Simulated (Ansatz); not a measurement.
The reference is ScAg in the CsCl type structure (space group Pm-3m, No. 221; relaxed with 0.1 eV smearing).

```xyz
2
Lattice="3.3831 0.0000 0.0000 0.0000 3.3831 0.0000 0.0000 0.0000 3.3831" Properties=species:S:1:pos:R:3 pbc="T T T"
Sc     1.6915     1.6915     1.6915
Ag     0.0000     0.0000     0.0000
```

The values are results of DFT with PBEsol, PAW potentials and a 420 eV plane-wave cutoff in Ansatz (a first-principles code), scalar-relativistic without spin-orbit coupling, not measurements.

For the base:

```
Item       Result
--------  -------
Band gap     zero
Pressure  0.0 GPa
```

Now apply this change: an isotropic linear strain of +1.79 %; the atoms relax in the strained cell.

Q: Estimate the effect on the band gap, energy relative to the base and pressure.

A: The band gap is still zero; the energy increases by 15 meV/atom; the pressure goes from zero to -4.3 GPa.

Stability against distortions was not tested. All final runs are without spin polarisation.
